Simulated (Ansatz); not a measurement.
TaAs (I4₁md, No. 109, 4 atoms in the cell; start mp-1936), treated with LDA in Ansatz (plane waves, PAW).

Settings: plane-wave cutoff 520 eV, 22×22×22 k mesh, Fermi–Dirac smearing 0.05 eV, scalar-relativistic PAW data made under PBE.

Cell (relaxed at this level):

```
TaAs
1.0
   -1.70264     1.70264     5.75368
    1.70264    -1.70264     5.75368
    1.70264     1.70264    -5.75368
Ta As
2 2
Direct
  0.25031   0.75031   0.50000
  0.50031   0.50031   0.00000
  0.83229   0.33229   0.50000
  0.08229   0.08229   0.00000
```

### Question
Estimate the bulk modulus B0 that the calculation returns.

### Answer

- bulk modulus B0: 198 GPa

The run finds no gap.

Note: the bulk modulus is −V dP/dV from two relaxed cells at ±2 % in volume; the relaxation could not lower the start's symmetry, so the cell can be a saddle point above a distorted one.

Spin–orbit coupling is not included; it can open a gap where bands touch, and shift volumes and moduli.

Computed values are for the static lattice.

A start named mp-… is a Materials Project structure, which need not be a measured phase.

Ansatz is a first-principles code.
